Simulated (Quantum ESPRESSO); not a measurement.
## Several settings converged on Ti (P6_3/mmc, 2 atoms in the cell)

```xyz
2
Lattice="1.4676 -2.5420 0.0000 1.4676 2.5420 0.0000 0.0000 0.0000 4.6566" Properties=species:S:1:pos:R:3 pbc="T T T"
Ti     1.4676     0.8473     1.1642
Ti     1.4676    -0.8473     3.4924
```

Base method: LDA (PZ), GBRV 1.5 ultrasoft (LDA) pseudopotentials (plane waves; Quantum ESPRESSO).

Base settings: ecutwfc = 50 Ry; ecutrho = 400 Ry; occupations = smearing; smearing = fd; degauss = 0.0073499 Ry; potentials = {Ti: ti_lda_v1.4.uspp.F.UPF}; K_POINTS = automatic 8 8 4 0 0 0; conv_thr = 1e-10 Ry; mixing_beta = 0.4.

Core times come from one kind of shared machine, to one figure; runs under 30 s give none.

**Zone-centre phonons against the cutoff**

In this ladder: ph.x.tr2_ph = 1e-14; ph.x.fildyn = dyn.G; dynmat.x.fildyn = dyn.G; dynmat.x.asr = crystal. Moved along: ecutrho.

The mesh stays at the base's, so the ladder's end is converged at best in this setting alone.

Frequencies are those of the unrelaxed cell, without the LO-TO term of polar crystals.

Only quantities that move along the ladder and can be compared are tabulated.

| ecutwfc | highest zone-centre frequency (cm⁻¹) |
|---|---|
| 25 Ry | 177.3 |
| 30 Ry | 172.7 |
| 35 Ry | 172.9 |
| 42 Ry | 172.9 |
| 50 Ry | 173.0 |
| 75 Ry | 173.1 |

Coarsest ecutwfc that holds the highest zone-centre frequency within 1 cm⁻¹ of the last step, with all finer ones: 30 Ry; the step before is off by 4.2 cm⁻¹.

**Zone-centre phonons against the mesh**

In this ladder: ph.x.tr2_ph = 1e-14; ph.x.fildyn = dyn.G; dynmat.x.fildyn = dyn.G; dynmat.x.asr = crystal.

Frequencies are those of the unrelaxed cell, without the LO-TO term of polar crystals.

Only quantities that move along the ladder and can be compared are tabulated.

| K_POINTS | highest zone-centre frequency (cm⁻¹) | core time / last (rough) |
|---|---|---|
| automatic 4 4 2 0 0 0 | 209.5 | 0.02 |
| automatic 5 5 3 0 0 0 | 177.7 | 0.03 |
| automatic 8 8 5 0 0 0 | 159.6 | 0.06 |
| automatic 12 12 7 0 0 0 | 161.0 | 0.2 |
| automatic 15 15 9 0 0 0 | 163.4 | 0.2 |
| automatic 24 24 13 0 0 0 | 162.9 | 1 |

Coarsest K_POINTS that holds the highest zone-centre frequency within 5 cm⁻¹ of the last step, with all finer ones: automatic 8 8 5 0 0 0, at about 0.06 of the last step's time; the step before is off by 15 cm⁻¹.

**Zone-centre phonons against the SCF threshold**

In this ladder: ph.x.tr2_ph = 1e-14; ph.x.fildyn = dyn.G; dynmat.x.fildyn = dyn.G; dynmat.x.asr = crystal.

The mesh stays at the base's, so the ladder's end is converged at best in this setting alone.

Frequencies are those of the unrelaxed cell, without the LO-TO term of polar crystals.

Only quantities that move along the ladder and can be compared are tabulated.

| conv_thr | highest zone-centre frequency (cm⁻¹) | core time / last (rough) |
|---|---|---|
| 7.3e-05 Ry | 152.4 | 0.9 |
| 7.3e-07 Ry | 182.2 | 1 |
| 7.3e-09 Ry | 172.4 | 1.0 |
| 7.3e-11 Ry | 173.0 | 2 |
| 7.3e-13 Ry | 173.0 | 1 |

Coarsest conv_thr that holds the highest zone-centre frequency within 5 cm⁻¹ of the last step, with all finer ones: 7.3e-09 Ry; the step before is off by 9.2 cm⁻¹.

On the base run: the starting cell has typed, rounded lattice constants, without a prior relaxation at this level. Its lattice was rescaled by up to half a per cent. Spin polarisation is off. In the base run, with a pressure of about -8 GPa the cell is away from its equilibrium volume at this level. Without a gap this mesh is coarse (it stands for a supercell whose shortest vector is 19 Å).
